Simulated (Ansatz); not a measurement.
```
InSe
1.0
    3.78414     0.00000     0.00000
    1.89207     3.27716     0.00000
    0.00000     0.00000    16.72584
In Se
4 4
Direct
  0.33333   0.33333   0.66813
  0.66667   0.66667   0.16813
  0.66667   0.66667   0.33187
  0.33333   0.33333   0.83187
  0.33333   0.33333   0.08494
  0.66667   0.66667   0.58494
  0.66667   0.66667   0.91506
  0.33333   0.33333   0.41506
```

No spin polarisation.

All numbers come from PBEsol-D3(BJ) (Ansatz, an electronic-structure program), spin-orbit coupling left out. k-mesh 10×10×2 (Γ-centred); smearing 0.05 eV (Fermi–Dirac).

What mean in-plane stress (compression positive) does the calculation give?

+4.2 GPa.

What is the computed space group?

P6_3/mmc (No. 194).

The cells carry an imposed strain or load. Whether these cells are dynamically stable was not tested. The cell was made from InSe in the beta-GaS type structure (space group P6_3/mmc, No. 194; layered, stacked along the Cartesian z axis) by this change: biaxial strain −4.27 %, plane normal [001], relaxed out of plane.
